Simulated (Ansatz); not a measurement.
# bcc V (0 0 1) on germanium (0 0 1) (film strained to the substrate, started from cuts of the bulks and a machine-learned relaxation; slabs Ge12 and V16, which can lie off the formulas)

A periodic stack without vacuum, bcc V (0 0 1) on germanium (0 0 1) (film strained to the substrate, started from cuts of the bulks and a machine-learned relaxation; slabs Ge12 and V16, which can lie off the formulas): substrate slab Ge12, film V16, surface cells [[1, 0], [1, 1]] and [[-1, 1], [-1, -1]], film strained by -3.9 and -3.9 %, outermost planes Ge/Ge and V/V as cut, which need not be the usual terminations and can put a slab off its formula.

The start was prepared with a machine-learned potential, and the result is one local minimum, with the in-plane cell held and forces under 0.04 eV/Å; the film can end far from its bulk form.

The numbers are results of PBE (plane waves to 420 eV, PAW; Ansatz, a program for electronic structure), not measurements. No spin–orbit coupling; the runs are not spin-polarised; PBE gaps are too small against experiment. Its k-point mesh 8×8×1, Fermi–Dirac width 0.05 eV.

```
Quantity                                                                                  Result
-------------------------------------------------------------------------------  ---------------
interface area                                                                           16.6 Å²
period                                                                                   28.77 Å
heights between the nearest atoms of the two slabs at the two interfaces         1.69 and 1.68 Å
Ge–V contacts across the interfaces within 1.22 times the sum of covalent radii  20, mean 2.77 Å
```

```
V4Ge3
1.0
    4.07394     0.00142     0.02840
    0.00003     4.07298    -0.04491
    1.85047     0.31442    28.78055
Ge V
12 16
Direct
  0.75882   0.66448   0.03862
  0.21227   0.14121   0.03872
  0.42030   0.40947   0.16500
  0.94658   0.40508   0.11359
  0.86798   0.90970   0.26583
  0.39340   0.90978   0.21569
  0.31671   0.40994   0.36611
  0.84214   0.40975   0.31596
  0.76373   0.90563   0.46822
  0.29000   0.90975   0.41680
  0.49773   0.64252   0.54310
  0.95124   0.16565   0.54316
  0.91642   0.15315   0.65556
  0.42110   0.65148   0.65553
  0.96063   0.66420   0.60175
  0.42872   0.14308   0.60175
  0.86705   0.15115   0.76358
  0.36765   0.65033   0.76355
  0.89370   0.65236   0.70825
  0.39312   0.15050   0.70825
  0.81604   0.15170   0.87355
  0.31662   0.64982   0.87354
  0.84256   0.65090   0.81822
  0.34197   0.15007   0.81824
  0.74939   0.16298   0.98006
  0.28138   0.64171   0.98004
  0.79346   0.65221   0.92623
  0.28878   0.15053   0.92627
```
